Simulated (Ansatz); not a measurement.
## TaO₂F (P4₂/mmc, No. 131, 8 atoms in the cell; start mp-33997)

Level of theory: r²SCAN (Ansatz, a quantum-chemistry and plane-wave program, plane waves, PAW).

Settings: plane-wave cutoff 560 eV, 8×8×6 k mesh (along the axes of the cell as run), Fermi–Dirac smearing 0.01 eV, scalar-relativistic PAW data made under PBE.

Cell (relaxed with PBEsol):

TaFO$_{2}$ has the tetragonal space group P4₂/mmc (No. 131), Pearson symbol tP8. Lattice parameters: a = 3.943 Å, b = 3.943 Å, c = 7.709 Å, α = 90.00°, β = 90.00°, γ = 90.00°. Ta on 2a has 4 O at 1.927–1.971 Å and 2 F at 1.971 Å (octahedral). O1 on 2e sees 2 Ta at 1.927 Å (linear). O2 on 2d is coordinated by 2 Ta at 1.971 Å (linear). F on 2c is coordinated by 2 Ta at 1.971 Å (linear). (Neighbours: up to the widest gap in distance over summed covalent radii, below 1.35, at either atom; cation-cation and far metal-metal contacts left out.)

For TaO₂F (P4₂/mmc, No. 131, 8 atoms in the cell; start mp-33997), the band gap is 2.57 eV and the smallest direct gap on the k points sampled is 3.01 eV.

Spin–orbit coupling is not included.

The computed numbers hold no vibrational or temperature effects.

A start named mp-… is a Materials Project structure, which need not be a measured phase.
